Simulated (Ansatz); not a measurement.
Ansatz (a first-principles code) run on Mo₆IrRu (P1, 8 atoms in the cell): self-consistent single point.

Computed with LDA (PW92), PAW files made with PBE (plane waves; Ansatz).

The change in words: atoms moved at random. Reference geometry:
```xyz
8
Lattice="5.0779 0.0000 0.0000 0.0000 5.0779 0.0000 0.0000 0.0000 5.0779" Properties=species:S:1:pos:R:3 pbc="T T T"
Mo     0.0000     2.5390     3.8123
Mo     0.0000     2.5390     1.2656
Mo     3.8123     0.0000     2.5390
Mo     1.2656     0.0000     2.5390
Mo     2.5390     3.8123     0.0000
Mo     2.5390     1.2656     0.0000
Ru     0.0000     0.0000     0.0000
Ir     2.5390     2.5390     2.5390
```

Reference input (self-consistent single point, DFT, LDA (PW92), plane waves, PAW files made with PBE): kpoints.mp_grid.grid = 5 5 5; hamiltonian.xc = lda; hamiltonian.pseudopotentials = {kind: paw} (the program's default PAW files); scf.occupations.method = gaussian; scf.occupations.width = 0.272 eV. This run's input differs from it in these lines:

Ansatz 0.2 input:
```diff
@@ -7,10 +7,10 @@
   atoms:
-    - { symbol: Mo, position: [0.00000000, 0.50000000, 0.75076000] }
-    - { symbol: Mo, position: [0.00000000, 0.50000000, 0.24924000] }
-    - { symbol: Mo, position: [0.75076000, 0.00000000, 0.50000000] }
-    - { symbol: Mo, position: [0.24924000, 0.00000000, 0.50000000] }
-    - { symbol: Mo, position: [0.50000000, 0.75076000, 0.00000000] }
-    - { symbol: Mo, position: [0.50000000, 0.24924000, 0.00000000] }
-    - { symbol: Ru, position: [0.00000000, 0.00000000, 0.00000000] }
-    - { symbol: Ir, position: [0.50000000, 0.50000000, 0.50000000] }
+    - { symbol: Mo, position: [-0.00393600, 0.49560400, 0.75415800] }
+    - { symbol: Mo, position: [0.01809000, 0.49718500, 0.25937200] }
+    - { symbol: Mo, position: [0.75785000, -0.00898200, 0.48080900] }
+    - { symbol: Mo, position: [0.24874200, 0.00647300, 0.49460300] }
+    - { symbol: Mo, position: [0.49989900, 0.76308300, 0.00719200] }
+    - { symbol: Mo, position: [0.49252600, 0.25875700, -0.00441000] }
+    - { symbol: Ru, position: [-0.00523600, -0.00969400, 0.00738100] }
+    - { symbol: Ir, position: [0.49206500, 0.49757500, 0.50089500] }
 kpoints:
```

Log, with long lists cut:

```
SCF iter   1: F=—  HF=-46486.005309 eV  |F-HF|=—  |Δ(HF+E_count)|=         —  Δρ=1.14e-1  dr2=2.18e1  ethr=3.10e-3  ⟨swp⟩=4.8  Hψ=13372  notcnv=0
all-band conjugate gradients solve this SCF's bands
preconditioner: auto → Kerker (q_TF=auto, 2.678 Å⁻¹)
SCF iter   2: F=—  HF=-46481.058533 eV  |F-HF|=—  |Δ(HF+E_count)|=    4.95e0  Δρ=5.91e-2  dr2=5.56e0  ethr=3.10e-3  ⟨swp⟩=2.0  Hψ=8731  notcnv=0  defer=215
   [... lines left out ...]
SCF iter   5: F=—  HF=-46479.419659 eV  |F-HF|=—  |Δ(HF+E_count)|=   1.16e-3  Δρ=3.90e-4  dr2=2.62e-4  ethr=8.79e-6  ⟨swp⟩=2.4  Hψ=5662  notcnv=0  defer=116
SCF iter   6: F=—  HF=-46479.419646 eV  |F-HF|=—  |Δ(HF+E_count)|=   1.32e-5  Δρ=6.84e-5  dr2=4.67e-6  ethr=2.24e-7  ⟨swp⟩=2.0  Hψ=5808  notcnv=0  defer=116
SCF iter   7: F=—  HF=-46479.419645 eV  |F-HF|=—  |Δ(HF+E_count)|=   1.16e-6  Δρ=9.11e-6  dr2=2.57e-7  ethr=3.99e-9  ⟨swp⟩=2.0  Hψ=6131  notcnv=0  defer=116
SCF iter   8: F=-46479.419645 eV  HF=-46479.419645 eV  |F-HF|=1.60e-8  |Δ(HF+E_count)|=   3.50e-8  Δρ=2.62e-6  dr2=2.00e-8  ethr=8.55e-11  ⟨swp⟩=9.3  Hψ=15733  notcnv=0
SCF 1 converged in 8 iterations: F = -46479.419645 eV  dr2 = 2.00e-8
Free energy (F): -46479.419645 eV
Internal energy: -46479.046428 eV  (E = F + TS)
E sigma→0 (E₀):  -46479.233037 eV
Entropy (-TS):   -0.373217 eV (-46.652 meV/atom)
Fermi energy:    19.590001 eV
--- Forces (eV/Å), atoms counted from 1 ---
  atom   1  Mo     0.01885997     0.14112023     0.24763903
  atom   2  Mo    -0.58688930    -0.08816340    -0.48851809
  atom   3  Mo    -0.39443174     0.28977787     0.45307715
  atom   4  Mo     0.16599323    -0.31970817     0.33847701
  atom   5  Mo    -0.05329275    -0.32169798    -0.37942548
  atom   6  Mo     0.33282358    -0.19978256     0.01679052
  atom   7  Ru     0.05519225     0.29452940    -0.33101708
  atom   8  Ir     0.46174750     0.20392394     0.14298407
--- Stress (GPa, compression-positive) ---
      -23.917066       0.373100       0.380990
        0.373100     -24.816769      -0.155171
        0.380990      -0.155171     -24.094862
  P = ⅓ Tr σ = -24.2762 GPa (-242.762 kbar)
  The stress holds the Pulay correction. Without it, at fixed plane waves, as pw.x and ABINIT print it: P = -24.3137 GPa
```

The run converged in 8 iterations. Against the reference run the free energy goes up by 16.6 meV/atom, the pressure goes from -25.22 to -24.28 GPa and the largest force goes from 0.039 to 0.769 eV/Å.

The starting cell comes from a database of computed structures (which also holds hypothetical and non-ambient phases and stackings), without a prior relaxation at this level. Its lattice was rescaled by a random factor within 2.5 % of one. For this run, on top of that: atoms moved at random. Spin polarisation is off. With a pressure of about -24 GPa the cell is away from its equilibrium volume at this level. Ansatz's pressure includes its estimate of the finite-basis (Pulay) stress.
